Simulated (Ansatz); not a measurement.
MoSi2 (space group I4/mmm, No. 139)

```yaml
crystal:
  lattice:
    - [-1.59511, 1.59511, 3.91030]
    - [1.59511, -1.59511, 3.91030]
    - [1.59511, 1.59511, -3.91030]
  atoms:
    - { symbol: Si, position: [0.66491, 0.66491, 0.00000] }
    - { symbol: Si, position: [0.33509, 0.33509, 0.00000] }
    - { symbol: Mo, position: [0.00000, 0.00000, 0.00000] }
```

Level of theory: PBEsol/PAW in Ansatz (a program for electronic structure), without spin-orbit coupling. Γ-centred 20×20×20 mesh, Fermi–Dirac width 0.05 eV.

```yaml
volume_per_atom: 13.27 Å³
density: 6.35 g/cm³
band_gap: zero
total_energy: -2047.422 eV/atom (σ→0; compares only within this code and set-up)
```

No phonon test of stability was made. All final runs are without spin polarisation.
